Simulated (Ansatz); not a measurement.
Input and output of a self-consistent single point for a (001) slab of KCaF3 (cut from a parent of space group no. 221; 10 atoms in the cell) (Ansatz, an electronic-structure program).

Computed with PBEsol, default PAW files made with PBE (plane waves; Ansatz).

The change in words: vacuum of 8 angstrom (first run: 14 Å); efield.axis: default → 3; efield.dipole_correction: default → true. Reference geometry:
```xyz
10
Lattice="4.4683 0.0000 0.0000 0.0000 4.4683 0.0000 0.0000 0.0000 20.7024" Properties=species:S:1:pos:R:3 pbc="T T T"
K      2.2341     2.2341     7.0000
Ca     0.0000     0.0000     9.2341
F      0.0000     2.2341     9.2341
F      2.2341     0.0000     9.2341
F      0.0000     0.0000     7.0000
K      2.2341     2.2341    11.4682
Ca     0.0000     0.0000    13.7024
F      0.0000     2.2341    13.7024
F      2.2341     0.0000    13.7024
F      0.0000     0.0000    11.4682
```

Reference input (self-consistent single point, DFT, PBEsol, plane waves, default PAW files made with PBE): basis.ecutwfc = 420 eV; kpoints.mp_grid.grid = 5 5 1; hamiltonian.xc = pbesol; hamiltonian.pseudopotentials = {kind: paw} (the program's default PAW files); scf.occupations.method = fermi_dirac; scf.occupations.width = 0.05 eV. This run's input differs from it in these lines:

Ansatz 0.2 input:
```diff
@@ -4,14 +4,14 @@
     - [0.00000000, 4.46828500, 0.00000000]
-    - [0.00000000, 0.00000000, 20.70240600]
+    - [0.00000000, 0.00000000, 14.70240400]
   atoms:
-    - { symbol: K, position: [0.50000000, 0.50000000, 0.33812500] }
-    - { symbol: Ca, position: [0.00000000, 0.00000000, 0.44604000] }
-    - { symbol: F, position: [0.00000000, 0.50000000, 0.44604000] }
-    - { symbol: F, position: [0.50000000, 0.00000000, 0.44604000] }
-    - { symbol: F, position: [0.00000000, 0.00000000, 0.33812500] }
-    - { symbol: K, position: [0.50000000, 0.50000000, 0.55395500] }
-    - { symbol: Ca, position: [0.00000000, 0.00000000, 0.66187500] }
-    - { symbol: F, position: [0.00000000, 0.50000000, 0.66187500] }
-    - { symbol: F, position: [0.50000000, 0.00000000, 0.66187500] }
-    - { symbol: F, position: [0.00000000, 0.00000000, 0.55395500] }
+    - { symbol: K, position: [0.50000000, 0.50000000, 0.27206400] }
+    - { symbol: Ca, position: [0.00000000, 0.00000000, 0.42401900] }
+    - { symbol: F, position: [0.00000000, 0.50000000, 0.42401900] }
+    - { symbol: F, position: [0.50000000, 0.00000000, 0.42401900] }
+    - { symbol: F, position: [0.00000000, 0.00000000, 0.27206400] }
+    - { symbol: K, position: [0.50000000, 0.50000000, 0.57597400] }
+    - { symbol: Ca, position: [0.00000000, 0.00000000, 0.72793600] }
+    - { symbol: F, position: [0.00000000, 0.50000000, 0.72793600] }
+    - { symbol: F, position: [0.50000000, 0.00000000, 0.72793600] }
+    - { symbol: F, position: [0.00000000, 0.00000000, 0.57597400] }
 basis:
@@ -23,2 +23,5 @@
   pseudopotentials: { kind: paw }
+efield:
+  axis: 3
+  dipole_correction: true
 scf:
@@ -28,3 +31,2 @@
   eigenvalues: true
-  stress: true
```

Output (repeated stretches shortened):

```
SCF iter   1: F=—  HF=-11438.610543 eV  |F-HF|=—  |Δ(HF+E_count)|=         —  Δρ=7.97e-3  dr2=1.15e-1  ethr=1.77e-3  p=-0.092 e·Å  D=-5.70e-2 V/Å  ΔV_dip=0.84 eV  dr2_dipole=3.38e-6  V_vac-E_F(+/−)=4.05/3.21 eV  ⟨swp⟩=11.3  Hψ=1530  notcnv=0  defer=4
all-band conjugate gradients solve this SCF's bands
efield: sawtooth ramp at fractional position 0.9500 (placed from the atoms, in the widest stretch of the axis that holds none …
   [... lines left out ...]
WARN: efield: at this solve's end the planar-averaged density reaches 4.70e-4 e/Å³ inside the ramp window [0.8820, 0.1180] (bound 1e-5 e/Å³) …
SCF 1 converged in 7 iterations: F = -11438.581529 eV  dr2 = 4.38e-8
Free energy (F): -11438.581529 eV
Internal energy: -11438.581529 eV  (E = F + TS)
E sigma→0 (E₀):  -11438.581529 eV
Fermi energy:    0.945432 eV
Dipole field:    D = -0.060488 V/Å  (p = -0.098124 e·Å, saw-weighted, corrected)
Work function:   Φ+ = withheld (plateau slope 3.7e-2 eV/Å)   Φ− = withheld (plateau slope 2.3e-2 eV/Å)
Levels:          The Fermi level and band energies are counted from a zero that moves with the ramp; work functions are not
Vacuum region:   at the solve's end the planar-averaged density reaches 4.70e-4 e/Å³ inside the ramp window [0.8820, 0.1180] (bound 1e-5 e/Å³)
--- Forces (eV/Å), atoms counted from 1 ---
  atom   1  K      0.00000000     0.00000000     0.57441224
  atom   2  Ca    -0.00000000     0.00000000    -0.20116990
   [... lines left out ...]
  atom   4  F      0.00000000     0.00000000    -0.02726810
  atom   5  F     -0.00000000     0.00000000    -0.13091386
  atom   6  K      0.00000000     0.00000000     0.12552840
  atom   7  Ca    -0.00000000     0.00000000    -0.46750133
  atom   8  F     -0.00000000     0.00000000    -0.06847553
  atom   9  F      0.00000000     0.00000000    -0.06847553
  atom  10  F     -0.00000000     0.00000000     0.29119316
```

The run converged in 7 iterations. Against the reference run the free energy stays essentially unchanged (within 1 meV/atom), the largest force goes from 0.541 to 0.574 eV/Å and the gap on the mesh goes from 5.176 to 4.938 eV.

The starting cell comes from a database of computed structures (which also holds hypothetical and non-ambient phases and stackings), without a prior relaxation at this level. The slab is cut from that crystal, and its faces are unrelaxed. Its lattice was rescaled by up to half a per cent. Spin polarisation is off, though cut faces can carry moments; a gap of a slab can lie between surface states.
